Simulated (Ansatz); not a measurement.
Formation energy of the localised charge states of Sb on the Nb site (Sb_Nb) in ferroelectric LiNbO3 (start: the Nb site; 120-site cell, 2×2×2 Γ-centred sampling) against the Fermi level, O-rich (Δμ(Nb) = -10.05 eV, Δμ(Sb) = -3.92 eV, bounded by Li2O2 (P6_3/mmc), SbO2 (C2/c); only phases computed here count, gases as isolated molecules at 0 K). Level of theory: PBE, PAW (plane waves to 420 eV; Ansatz, a first-principles code).

Charges from +1 to −1 were run; one beyond them could lie lower near a band edge.

Cell and caveats: 120-site cell; 2×2×2 Γ-centred k-points; host gap 3.53 eV; charged states image-corrected; no spin–orbit coupling; not converged in cell size; flagged in the runs: a host whose relaxation on this sampling wasn't shown to rest, a strain field that reaches the edge of the cell.

Left out: charge +1 (carrier in host band states).

| E_F − E_VBM (eV) | q = 0 | q = −1 |
|---|---|---|
| 0.00 | -1.23 | 1.91 |
| 0.44 | -1.23 | 1.47 |
| 0.88 | -1.23 | 1.03 |
| 1.33 | -1.23 | 0.58 |
| 1.77 | -1.23 | 0.14 |
| 2.21 | -1.23 | -0.30 |
| 2.65 | -1.23 | -0.74 |
| 3.09 | -1.23 | -1.18 |
| 3.53 | -1.23 | -1.62 |

Crossings of the lowest lines: (0/−1) at 3.14 eV.
